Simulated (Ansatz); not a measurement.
**TiB2: pressure series**

Consider TiB2 (space group P6/mmm, No. 191; a = 3.0247 Å, c = 3.2226 Å).

Cell and atoms are relaxed at each pressure.

The values are results of r2SCAN/PAW in Ansatz (a program for electronic structure), no spin-orbit coupling, not measurements.

Notes on the quantities. enthalpy: H = E + PV relative to the base's energy.

| case | shortest interatomic distance | enthalpy | c/a ratio |
|---|---|---|---|
| base | 1.746 Å | – | 1.065 |
| pressure −2 GPa | 1.750 Å | -0.11 eV/atom | 1.067 |
| pressure −1 GPa | 1.748 Å | -0.05 eV/atom | 1.066 |
| pressure 1.8 GPa | 1.743 Å | +0.10 eV/atom | 1.064 |
| pressure 4.2 GPa | 1.738 Å | +0.22 eV/atom | 1.063 |
| pressure 9 GPa | (withheld) | +0.47 eV/atom | (withheld) |
| pressure 18 GPa | 1.715 Å | +0.93 eV/atom | 1.057 |
| pressure 30 GPa | 1.698 Å | +1.51 eV/atom | 1.052 |
| pressure 45 GPa | 1.679 Å | +2.22 eV/atom | 1.048 |
| pressure 60 GPa | 1.662 Å | +2.91 eV/atom | 1.044 |

Complete the table.


- pressure 9 GPa, shortest interatomic distance: 1.730 Å
- pressure 9 GPa, c/a ratio: 1.061

Load acts through the strain it causes; cell and atoms are relaxed under it. Whether these cells are dynamically stable was not tested. No other phases were tried under pressure. All final runs are without spin polarisation.
